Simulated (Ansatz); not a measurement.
**Response to strain in Si**

Consider Si in the diamond structure (space group Fd-3m, No. 227).

```
Si
1.0
    0.00000     2.71688     2.71688
    2.71688     0.00000     2.71688
    2.71688     2.71688     0.00000
Si
2
Direct
  0.50000   0.50000   0.50000
  0.75000   0.75000   0.75000
```

Cartesian axes are those of the cell as printed.

Strains are applied to the cell and any free atomic positions relax; under biaxial strain the out-of-plane vector relaxes too; under stress the whole cell relaxes.

Computed with PBEsol, PAW, 420 eV (Ansatz, a quantum-chemistry and plane-wave program; no SOC).

Notes on the quantities. pressure: mean of the normal stresses, compression positive.

| variant | volume per atom | band gap | pressure | space group |
|---|---|---|---|---|
| base | 20.05 Å³ | 0.47 eV | 0.0 GPa | Fd-3m (No. 227) |
| biaxial strain +2.61 %, plane normal [001], relaxed out of plane | 20.66 Å³ | zero | -2.7 GPa | I4_1/amd (No. 141) |
| biaxial strain −0.19 %, plane normal [110], relaxed out of plane | 20.00 Å³ | ___ | 2.6 kbar | Imma (No. 74) |
| biaxial strain +1.25 %, plane normal [110], relaxed out of plane | 20.43 Å³ | 0.36 eV | -16.8 kbar | Imma (No. 74) |
| biaxial strain +0.53 %, plane normal [111], relaxed out of plane | 20.22 Å³ | 0.43 eV | -7.5 kbar | R-3m (No. 166) |
| biaxial strain +0.82 %, plane normal [111], relaxed out of plane | 20.31 Å³ | ___ | -11.5 kbar | R-3m (No. 166) |
| uniaxial strain ε_xx = −5.60 % | 18.93 Å³ | zero | 5.9 GPa | I4_1/amd (No. 141) |
| uniaxial strain ε_xx = −5.37 % | 18.98 Å³ | zero | 5.6 GPa | I4_1/amd (No. 141) |
| uniaxial stress, 1 GPa compression along x | 19.98 Å³ | 0.35 eV | – | I4_1/amd (No. 141) |
| uniaxial stress, 5 GPa tension along x | 20.41 Å³ | 0.24 eV | – | I4_1/amd (No. 141) |

Question: What belongs in the blanks?

Answer: 
- biaxial strain −0.19 %, plane normal [110], relaxed out of plane, band gap: 0.45 eV
- biaxial strain +0.82 %, plane normal [111], relaxed out of plane, band gap: 0.41 eV

A biaxial case was relaxed in a doubled cell and then solved in the primitive one. A case with no gap was solved on a k-mesh chosen for an insulator, which is coarse for it. Beyond what the load breaks, stability against distortions was not tested. Gaps under 0.05 eV, about the width of the smearing, are given as zero. The zero or small gap of Si under biaxial strain +2.61 %, plane normal [001], relaxed out of plane, Si under uniaxial strain ε_xx = −5.60 %, Si under uniaxial strain ε_xx = −5.37 % and Si under uniaxial stress, 5 GPa tension along x can change with the level of theory.
